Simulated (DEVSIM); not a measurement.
System: abrupt Si p-n junction, at 350 K.

```
layer (left to right)  material  thickness (μm)  Nd (cm⁻³)  Na (cm⁻³)   τn (s)   τp (s)
---------------------  --------  --------------  ---------  ---------  -------  -------
1                            Si           0.110          -     2.3e17  0.00027  0.00027
2                            Si             220     2.8e15          -  0.00027  0.00027
```

Left contact: ohmic. Right contact: ohmic. Voltage is applied to the left contact. Recombination: SRH at mid-gap. Mobility is constant in doping.

This is a model device: material constants are rounded textbook-type values typed into the input, and sizes, dopings and lifetimes were drawn at random. Values at 300 K; Nc and Nv go as T^1.5, mobilities as T to minus their exponent, the gap by Varshni's rule with the affinity fixed.

```
parameter               Si
----------------  --------
gap (eV)             1.124
affinity (eV)         4.05
permittivity          11.7
Nc (cm⁻³)          2.86e19
Nv (cm⁻³)           3.1e19
μn (cm²/Vs)           1417
μp (cm²/Vs)            470
T exponent of μn       2.3
T exponent of μp       2.2
Varshni α (eV/K)  0.000473
Varshni β (K)          636
```

DEVSIM, 1D drift-diffusion, Boltzmann statistics, complete ionisation; no tunnelling, impact ionisation, image-force lowering or self-heating.

Problem. Tabulate band edges, carrier densities and field at zero bias.

Solution. Energies count from the Fermi level of the right contact; mesh points crowd at the junctions.

```json
[
 {"x (μm)": "0.000", "Ec (eV)": "0.956", "Ev (eV)": "-0.155", "n (cm⁻³)": "620000", "p (cm⁻³)": "2.3e17", "field (V/cm)": "≈ 0"},
 {"x (μm)": "0.02654", "Ec (eV)": "0.956", "Ev (eV)": "-0.155", "n (cm⁻³)": "620000", "p (cm⁻³)": "2.3e17", "field (V/cm)": "≈ 0"},
 {"x (μm)": "0.06552", "Ec (eV)": "0.955", "Ev (eV)": "-0.155", "n (cm⁻³)": "630000", "p (cm⁻³)": "2.3e17", "field (V/cm)": "-400"},
 {"x (μm)": "0.1000", "Ec (eV)": "0.941", "Ev (eV)": "-0.169", "n (cm⁻³)": "1000000", "p (cm⁻³)": "1.4e17", "field (V/cm)": "-15000"},
 {"x (μm)": "0.1360", "Ec (eV)": "0.849", "Ev (eV)": "-0.262", "n (cm⁻³)": "2.1e7", "p (cm⁻³)": "6.7e15", "field (V/cm)": "-23000"},
 {"x (μm)": "0.2039", "Ec (eV)": "0.711", "Ev (eV)": "-0.399", "n (cm⁻³)": "2.1e9", "p (cm⁻³)": "6.9e13", "field (V/cm)": "-19000"},
 {"x (μm)": "0.3638", "Ec (eV)": "0.471", "Ev (eV)": "-0.640", "n (cm⁻³)": "6.0e12", "p (cm⁻³)": "2.4e10", "field (V/cm)": "-12000"},
 {"x (μm)": "0.9934", "Ec (eV)": "0.286", "Ev (eV)": "-0.825", "n (cm⁻³)": "2.8e15", "p (cm⁻³)": "5.1e7", "field (V/cm)": "-32"},
 {"x (μm)": "2.224", "Ec (eV)": "0.285", "Ev (eV)": "-0.825", "n (cm⁻³)": "2.8e15", "p (cm⁻³)": "5.1e7", "field (V/cm)": "≈ 0"},
 {"x (μm)": "5.124", "Ec (eV)": "0.285", "Ev (eV)": "-0.825", "n (cm⁻³)": "2.8e15", "p (cm⁻³)": "5.1e7", "field (V/cm)": "≈ 0"},
 {"x (μm)": "11.96", "Ec (eV)": "0.285", "Ev (eV)": "-0.825", "n (cm⁻³)": "2.8e15", "p (cm⁻³)": "5.1e7", "field (V/cm)": "≈ 0"},
 {"x (μm)": "38.86", "Ec (eV)": "0.285", "Ev (eV)": "-0.825", "n (cm⁻³)": "2.8e15", "p (cm⁻³)": "5.1e7", "field (V/cm)": "≈ 0"},
 {"x (μm)": "91.44", "Ec (eV)": "0.285", "Ev (eV)": "-0.825", "n (cm⁻³)": "2.8e15", "p (cm⁻³)": "5.1e7", "field (V/cm)": "≈ 0"},
 {"x (μm)": "162.9", "Ec (eV)": "0.285", "Ev (eV)": "-0.825", "n (cm⁻³)": "2.8e15", "p (cm⁻³)": "5.1e7", "field (V/cm)": "≈ 0"},
 {"x (μm)": "201.9", "Ec (eV)": "0.285", "Ev (eV)": "-0.825", "n (cm⁻³)": "2.8e15", "p (cm⁻³)": "5.1e7", "field (V/cm)": "≈ 0"},
 {"x (μm)": "212.7", "Ec (eV)": "0.285", "Ev (eV)": "-0.825", "n (cm⁻³)": "2.8e15", "p (cm⁻³)": "5.1e7", "field (V/cm)": "≈ 0"},
 {"x (μm)": "217.0", "Ec (eV)": "0.285", "Ev (eV)": "-0.825", "n (cm⁻³)": "2.8e15", "p (cm⁻³)": "5.1e7", "field (V/cm)": "≈ 0"},
 {"x (μm)": "218.8", "Ec (eV)": "0.285", "Ev (eV)": "-0.825", "n (cm⁻³)": "2.8e15", "p (cm⁻³)": "5.1e7", "field (V/cm)": "≈ 0"},
 {"x (μm)": "219.7", "Ec (eV)": "0.285", "Ev (eV)": "-0.825", "n (cm⁻³)": "2.8e15", "p (cm⁻³)": "5.1e7", "field (V/cm)": "≈ 0"},
 {"x (μm)": "219.9", "Ec (eV)": "0.285", "Ev (eV)": "-0.825", "n (cm⁻³)": "2.8e15", "p (cm⁻³)": "5.1e7", "field (V/cm)": "≈ 0"},
 {"x (μm)": "220.1", "Ec (eV)": "0.285", "Ev (eV)": "-0.825", "n (cm⁻³)": "2.8e15", "p (cm⁻³)": "5.1e7", "field (V/cm)": "≈ 0"},
 {"x (μm)": "220.1", "Ec (eV)": "0.285", "Ev (eV)": "-0.825", "n (cm⁻³)": "2.8e15", "p (cm⁻³)": "5.1e7", "field (V/cm)": "≈ 0"}
]
```
